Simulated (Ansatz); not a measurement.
Consider GaN (space group P4_2/mnm, No. 136; a = 5.4704 Å, c = 3.1829 Å; a hypothetical phase, not in the database extracts checked). Axes: x, y, z lie along a, b, c of the conventional cell.

Levels (all Ansatz, a first-principles code, PAW): PBEsol (420 eV, without spin-orbit coupling); r2SCAN (500 eV, scalar-relativistic without spin-orbit coupling).

Its gap is 1.87 eV with PBEsol and 2.33 eV with r2SCAN.

The change: tensile biaxial strain of 1.17 % in the plane normal to [001], as in epitaxy on a mismatched substrate; the out-of-plane cell vector and the atoms relax.

With PBEsol the gap becomes 1.82 eV.

Task: If the r2SCAN correction stayed the same, what would the r2SCAN gap be, and what does the r2SCAN run give?

Result: A rigid correction of +0.46 eV gives 2.28 eV. The r2SCAN run gives 2.27 eV, so the two effects roughly add.

Single points use the geometry relaxed with PBEsol. No phonon test of stability was made.
